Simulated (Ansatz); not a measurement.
Band structure of In2Ag (I4/mcm, 6 atoms in the cell).

```yaml
crystal:
  lattice:
    - [-3.47150, 3.47150, 2.78740]
    - [3.47150, -3.47150, 2.78740]
    - [3.47150, 3.47150, -2.78740]
  atoms:
    - { symbol: In, position: [0.34544, 0.15456, 0.50000] }
    - { symbol: In, position: [0.65456, 0.84544, 0.50000] }
    - { symbol: In, position: [0.15456, 0.65456, 0.80912] }
    - { symbol: In, position: [0.84544, 0.34544, 0.19088] }
    - { symbol: Ag, position: [0.75000, 0.75000, 0.00000] }
    - { symbol: Ag, position: [0.25000, 0.25000, 0.00000] }
```

Method: LDA (PW92), PAW files made with PBE (plane waves; Ansatz, a first-principles code).

Settings: kpoints.mp_grid.grid = 5 5 5; hamiltonian.xc = lda; hamiltonian.pseudopotentials = {kind: paw} (the program's default PAW files); scf.occupations.method = fermi_dirac; scf.occupations.width = 0.0073 Ry; kpoints.band_path.npoints = 8.

The starting cell comes from a database of computed structures (which also holds hypothetical and non-ambient phases and stackings), without a prior relaxation at this level.

Levels in eV from the Fermi level, bands 41 to 48:
| point | 41 | 42 | 43 | 44 | 45 | 46 | 47 | 48 |
|---|---|---|---|---|---|---|---|---|
| Γ | -2.46 | -2.14 | -1.36 | -0.53 | -0.27 | -0.27 | -0.17 | 0.43 |
| X | -2.67 | -2.28 | -1.79 | -0.67 | -0.64 | -0.06 | 0.60 | 0.89 |
| M | -4.11 | -4.11 | -3.91 | -1.80 | 2.07 | 2.51 | 3.62 | 3.62 |
| Z | -4.09 | -4.09 | -3.86 | -0.91 | 1.28 | 1.72 | 2.01 | 2.01 |
| P | -4.42 | -4.42 | 0.37 | 0.37 | 0.82 | 0.82 | 1.41 | 1.41 |
| N | -3.06 | -3.06 | -2.56 | -2.56 | 0.51 | 0.51 | 3.05 | 3.05 |
| Z1 | -4.09 | -4.09 | -3.86 | -0.91 | 1.28 | 1.72 | 2.01 | 2.01 |

Bands cross the Fermi level along this path, so the cell is metallic at this level.

Keys are those of Ansatz 0.2.
